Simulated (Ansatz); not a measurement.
Reference: InP (F-43m), r2SCAN with spin-orbit coupling, rigid bands (plane waves, PAW; Ansatz, a quantum-chemistry and plane-wave program); axes and stresses refer to this cell.

```yaml
crystal:
  lattice:
    - [0.00000, 2.93899, 2.93899]
    - [2.93899, 0.00000, 2.93899]
    - [2.93899, 2.93899, 0.00000]
  atoms:
    - { symbol: In, position: [0.00000, 0.00000, 0.00000] }
    - { symbol: P, position: [0.25000, 0.25000, 0.25000] }
```

The Seebeck coefficient, p-type 1e19 cm⁻³ is 320 μV/K, the electron conductivity mass comes out as 0.089 mₑ and the band gap is 1.09 eV.

After one change the values are Seebeck coefficient, p-type 1e19 cm⁻³ 285 μV/K; electron conductivity mass 0.068 mₑ; band gap 0.50 eV. Which change was made?
(A) hydrostatic pressure of -3 GPa (compression positive)
(B) uniaxial stress along [111] of -7 GPa (compression positive)
(C) biaxial stress in (111) of -1 GPa (compression positive)
(D) biaxial stress in (110) of -2 GPa (compression positive)

B, uniaxial stress along [111] of -7 GPa (compression positive)

Masses are for dilute carriers at 300 K, harmonic means over directions unless an axis is named. Seebeck coefficients are for the stated density at 300 K, with one relaxation time for all states and whether or not that doping can be reached. Stresses and pressures are the targets of the relaxation.  The structure type is held under load, also where the real crystal would transform.
